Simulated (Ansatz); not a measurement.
Rh: energy against strain

Rh (fcc, Fm-3m, 13.520 Å³/atom at rest) under an equal strain ε in the (001) plane with the normal axis free, as in a coherent film. PBEsol in Ansatz, a plane-wave DFT program (PAW, default set), 420 eV, 30×30×30 Γ-centred mesh, Fermi-Dirac smearing 0.10 eV; ions are relaxed within the symmetry of each cell.

Here s stands for strain and y for E less E0.

| strain (%) | E less E0 (meV/atom) |
|---|---|
| -1.50 | 9.23 |
| -1.00 | 3.88 |
| -0.50 | 0.84 |
| 0.00 | 0.00 |
| 0.50 | 1.25 |
| 1.00 | 4.48 |
| 1.50 | 9.60 |
| 3.00 | ? |

Question: Fit y against s with a parabola, and predict the withheld value at s = 3.00.

Answer: Least squares gives y = -0.002 + 0.1943·s + 4.1848·s². Residuals (row less fit): 0.108, -0.109, -0.107, 0.002, 0.109, 0.103, -0.105; standard error 0.131 (degrees of freedom: 4). Twice the quadratic coefficient over the volume, 2 × 4.1848 meV × 10⁴ × 0.1602 / 13.520 Å³, is twice the biaxial elastic modulus of this plane = 992 ± 14 GPa. At the withheld row, y = -0.002 + 0.1943 × 3.0 + 4.1848 × 3.0² = 38.244 meV/atom. The calculation gives 35.15 meV/atom, 3.094 meV/atom below the prediction (8.8 % of the range of y in the table). The row lies outside the fitted rows, so this is an extrapolation. From the scatter of the fitted rows alone, a prediction at this place has a standard error of 0.500 meV/atom, so the miss is 6.2 times that.

One order more, fitted to all 13 runs of the series, follows each within 0.01, so the miss is the next term of a smooth law. In a metal these values are sensitive to mesh and smearing; energies are taken to zero smearing, stresses follow the free energy. Rows are the converged runs of the series near zero and its far end; series whose fitted rows scatter by over a few per cent of the range, as at a crossing or softening among them, aren't shown in this form. Most that stay on the fit to the last digits aren't either.
